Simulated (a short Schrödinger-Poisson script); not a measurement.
Stack: single CdTe/Cd0.7Zn0.3Te quantum well.

```csv
layer,material,thickness (nm)
1,Cd0.7Zn0.3Te,20
2,CdTe,2
3,Cd0.7Zn0.3Te,20
```

The device is made up for the run: typed textbook-type constants, with dimensions and the other settings drawn at random. CdTe: direct gap (eV) 1.5, conduction-band edge (eV) 0, electron mass (mₑ) 0.096, heavy-hole mass 0.6, light-hole mass 0.12. Cd0.7Zn0.3Te: direct gap (eV) 1.68, conduction-band edge (eV) 0.144, electron mass (mₑ) 0.1, heavy-hole mass 0.6, light-hole mass 0.13.

The valence-band edge of each layer lies one gap below its conduction-band edge. The electron's potential energy rises along the stack by the applied field. Mesh 0.03 nm at interfaces.

Problem. Estimate e1 and hh1 for infinitely high walls at zero field, and compare with the finite well.

Solution. ħ²π²/(2mL²) gives 979.2 meV for the electron and 156.7 meV for the heavy hole. The finite well gives 107.3 and 24.0 meV, 0.11 and 0.15 of the estimates, as the states reach into the barriers (57 % of e1 lies outside the well).

From a short Schrödinger-Poisson script (our own, NumPy): one-band effective-mass equation with BenDaniel-Duke matching, electrons, heavy and light holes apart, hard walls at the outer ends, one valence edge for both holes (no strain splitting), no charge, excitons, band mixing or non-parabolicity; under a field the levels are quasi-bound states of a box, listed while three quarters of their weight lies within 4 nm of the wells.
